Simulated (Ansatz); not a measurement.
Start from BN in the h-BN type structure (space group P6_3/mmc, No. 194; a = 2.500 Å, c = 6.525 Å; layered, stacked along the Cartesian z axis). Axes: x lies along a and z along c of the hexagonal cell.

The values are results of DFT with r2SCAN+rVV10, PAW potentials and a 500 eV plane-wave cutoff in Ansatz (an electronic-structure program), spin-orbit coupling left out, earlier PAW set, not measurements.

Now apply this change: strain tensor (xx, yy, zz, yz, xz, xy) = (+0.44, +0.73, −2.27, −0.31, +0.60, −0.15) %, atoms relaxed at fixed cell.

Q: Estimate the effect on the valley order.

A: The valley order (the lowest conduction-band minima on the path, energy above the VBM, named in the base's zone) is M (1/2, 1/2, 0) 4.66 eV; M (0, 1/2, 0) 4.66 eV; M (1/2, 0, 0) 4.67 eV; L (1/2, 1/2, 1/2) 5.09 eV.

Q: Estimate the effect on the stress.

A: The stress (xx, yy, zz, yz, xz, xy; compression positive) comes out as (-5.52, -7.61, 0.95, 0.08, -0.13, 1.06) GPa.

The levels and masses belong to the bands next to the band gap. No phonon test of stability was made.
